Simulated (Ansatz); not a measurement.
## A computed series for Rh: response to strain

Take Rh in the fcc (Cu type) structure (space group Fm-3m, No. 225; a = 3.802 Å; relaxed with 0.1 eV smearing) as the base. Axes: x, y, z lie along the cube axes.

Strains are applied to the cell and any free atomic positions relax; under biaxial strain the out-of-plane vector relaxes too.

All numbers come from Ansatz (an electronic-structure program), r2SCAN, PAW, cutoff 500 eV, no spin-orbit coupling.

Candidates:
(a) biaxial strain −1.25 %, plane normal [111], relaxed out of plane
(b) biaxial strain −2.08 %, plane normal [111], relaxed out of plane
(c) biaxial strain −1.67 %, plane normal [111], relaxed out of plane

Q: Order them by out-of-plane strain, lowest first.

A: (a) biaxial strain −1.25 %, plane normal [111], relaxed out of plane (+0.71 %), (c) biaxial strain −1.67 %, plane normal [111], relaxed out of plane (+0.95 %), (b) biaxial strain −2.08 %, plane normal [111], relaxed out of plane (+1.19 %)

Whether these cells are dynamically stable was not tested. All final runs are without spin polarisation.
